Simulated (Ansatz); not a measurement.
This concerns the formation energy of BaHfO3 (cubic perovskite, Pm-3m) from the elements. Reaction: Hf (hcp) + Ba (bcc) + 3/2 O2 (gas) → BaHfO3 (cubic perovskite). The sign is products less reactants. The value is per atom of the solid.

BaHfO3 (cubic perovskite, Pm-3m), 5 atoms in the cell, k-point mesh 8×8×8 on the run's own vectors.
Space group Pm-3m (No. 221); a = 4.206 Å, b = 4.206 Å, c = 4.206 Å, α = 90.00°, β = 90.00°, γ = 90.00°

```
atom  site  symmetry       x       y       z
----  ----  --------  ------  ------  ------
Ba      1b      m-3m  0.5000  0.5000  0.5000
Hf      1a      m-3m  0.0000  0.0000  0.0000
O       3d    4/mm.m  0.0000  0.0000  0.5000
```

Hf (hcp, P6₃/mmc), 2 atoms in the cell, k-point mesh 24×24×12 on the run's own vectors. Conventional cell: a = b = 3.204 Å, c = 5.072 Å, α = β = 90.00°, γ = 120.00°.

Ba (bcc, Im-3m), 1 atom in the cell, k-point mesh 18×18×18 on the run's own vectors. Conventional cell: a = 5.0200 Å, b = 5.0200 Å, c = 5.0200 Å, α = 90.00°, β = 90.00°, γ = 90.00°.

An isolated O2 molecule (triplet) in a box of 11 × 11 × 13 Å.

Computed with Ansatz (plane waves, PAW), its default PAW set, cutoff 420 eV, 500 eV for r2SCAN. The structures are at rest with PBE; other levels are single points on them. HSE06 runs on coarser k-point meshes, mended by the PBE difference between the two meshes. Some cells are metallic or hold partly filled levels, where a hybrid on a coarse mesh is less sure. Neutral cells; Fermi-Dirac smearing of at most 0.10 eV in the solids, energies taken to zero width. The lattices are those relaxed with PBE, so at other levels the solids can be strained, which adds to the spread. A dispersion term (D3(BJ), or D4 for r2SCAN) was computed beside these levels and is taken off wherever the name lacks it. No zero-point or thermal terms. The structures are the rest points that the relaxations reached, not proven lowest. The runs are scalar-relativistic, without spin-orbit coupling.

### Question
Estimate the value that r2SCAN returns for this input.

### Answer
-3.65 eV/atom, for Hf (hcp) + Ba (bcc) + 3/2 O2 (gas) → BaHfO3 (cubic perovskite).

### Question
List the value at the remaining levels and say how far they part.

### Answer
| Level | value (eV/atom) | less r2SCAN |
|---|---|---|
| HSE06 | -3.47 | 0.18 |

The levels span 0.18 eV/atom, from r2SCAN (-3.65) to HSE06 (-3.47).

Ansatz is a first-principles code.
